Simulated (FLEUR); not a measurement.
Band structure of WC (P-6m2, 2 atoms in the cell).

```
CELL_PARAMETERS angstrom
      2.90755     0.00000     0.00000
     -1.45377     2.51801     0.00000
      0.00000     0.00000     2.83064
ATOMIC_POSITIONS crystal
  W  0.00000 0.00000 0.00000
  C  0.66667 0.33333 0.50000
```

Method: FLEUR with PBE, all-electron FLAPW (FLEUR), scalar-relativistic valence.

Settings: Kmax = 4.3 1/bohr; GmaxXC = 15 1/bohr; xcFunctional = pbe; jspins = 1; l_soc = F; mode = hist; fermiSmearingEnergy = 0.00499791 Htr; mesh (inpgen div1-3) = 13 13 12; inpgen gamma flag = true; Gmax = 15 1/bohr; numbands = 0; maxIterBroyd = 40; imix = Anderson; alpha = 0.05.

The starting cell comes from a database of computed structures (which also holds hypothetical and non-ambient phases and stackings), without a prior relaxation at this level. Its lattice was rescaled by a random factor within 2.5 % of one. Spin-orbit coupling is off. Spin polarisation is off. Values depend on the basis (sphere radii, cutoffs, local orbitals), which need not be converged.

Levels in eV from the Fermi level, bands 6 to 13:
| point | 6 | 7 | 8 | 9 | 10 | 11 | 12 | 13 |
|---|---|---|---|---|---|---|---|---|
| Γ | -4.35 | -3.40 | -3.40 | 0.07 | 3.22 | 3.22 | 5.61 | 5.61 |
| M | -7.07 | -3.64 | -3.61 | -0.51 | 2.33 | 4.51 | 4.84 | 6.87 |
| K | -6.61 | -4.59 | -3.47 | 0.61 | 0.94 | 2.00 | 3.21 | 9.25 |
| A | -8.68 | -2.08 | -2.08 | -0.62 | -0.62 | 3.69 | 4.50 | 4.50 |
| L | -6.49 | -4.38 | -4.21 | 0.27 | 4.41 | 5.33 | 6.64 | 9.26 |
| H | -7.27 | -5.44 | -1.64 | -0.67 | 4.40 | 6.38 | 7.64 | 9.18 |
